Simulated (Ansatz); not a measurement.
System: C-vacancy pair (C on one host N site, one N site vacant) in wurtzite GaN (neutral cell). All values below come from PBE, PAW (plane waves to 420 eV; Ansatz, a program for electronic structure).

Settings: 72 host sites, the relaxed PBE lattice, one k-point at (0.125, 0.250, 0.250), smearing 0.01 eV, spin-restricted, no image-charge correction. No zero-point or tunnelling terms. The charge state is imposed; whether it is stable for some Fermi level was not computed. Forms of the defect that were not tried may lie lower.

Barriers: single points on a 2×2×2 k-point mesh shifted by half a step along c at the bands' geometries (they differ from the bands' own by up to 0.22 eV, and are uncertain by about as much).

The step: a nearby N atom hops onto the vacant site (C-vacancy distance between ideal sites 3.21 → 5.57 Å). Atoms about the jump, Cartesian Å from the middle of the jump, before and after:

```csv
atom,x0,y0,z0,x1,y1,z1
N1,-0.80,1.38,0.01,0.80,-1.38,-0.01
Ga2,0.81,0.46,0.67,0.84,0.44,0.68
Ga3,-2.41,0.47,0.68,-2.41,0.46,0.67
Ga4,-0.80,1.40,-1.96,-0.79,1.39,-1.97
Ga5,-0.79,-2.31,0.67,-0.79,-2.32,0.68
Ga6,0.81,-1.39,-1.93,0.81,-1.40,-1.97
N7,-2.39,-1.38,0.01,-2.39,-1.39,0.02
N8,0.81,0.46,-2.57,0.81,0.48,-2.59
Ga9,-2.41,-1.38,-1.96,-2.40,-1.40,-1.95
N10,-2.41,0.47,-2.60,-2.40,0.47,-2.58
N11,0.80,0.47,2.63,0.79,0.48,2.63
N12,2.42,1.38,0.02,2.41,1.40,0.02
N13,-0.79,-2.32,-2.58,-0.80,-2.32,-2.60
Ga14,-0.78,3.25,0.68,-0.80,3.30,0.69
N15,-2.40,0.47,2.64,-2.39,0.47,2.63
N16,-0.81,-2.31,2.63,-0.81,-2.32,2.64
C17,2.41,-2.31,2.64,2.42,-2.31,2.65
```

Problem. Give the saddle-point geometry and the barrier.

Solution. 
```
atom      x      y      z
----  -----  -----  -----
N1    -0.40  -0.07  -0.20
Ga2    0.91   0.77   0.81
Ga3   -2.31   0.36   0.63
Ga4   -0.75   1.27  -1.91
Ga5   -0.86  -2.22   0.61
Ga6    0.74  -1.34  -2.00
N7    -2.58  -1.50   0.00
N8     0.88   0.49  -2.66
Ga9   -2.47  -1.42  -1.96
N10   -2.40   0.44  -2.60
N11    0.86   0.56   2.70
N12    2.51   1.46   0.02
N13   -0.83  -2.31  -2.62
Ga14  -0.81   3.16   0.65
N15   -2.37   0.47   2.61
N16   -0.80  -2.26   2.59
C17    2.40  -2.29   2.63
```
It lies 3.50 eV above the start and 3.28 eV above the end. The saddle point's order was not checked.
